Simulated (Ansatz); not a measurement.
The reference is K in the bcc (W type) structure (space group Im-3m, No. 229; a = 5.215 Å).

The values are results of Ansatz (a first-principles code), PBEsol, PAW, cutoff 420 eV, spin-orbit coupling left out, not measurements.

Base values:

The lattice parameter a is 5.215 Å.

Modification: a hydrostatic pressure of 7.5 GPa.

### Question
Estimate the effect on the lattice parameter a.

### Answer
The lattice parameter a drops by 0.990 Å to 4.225 Å.

Load acts through the strain it causes; cell and atoms are relaxed under it. No phonon test of stability was made. No other phases were tried under pressure.
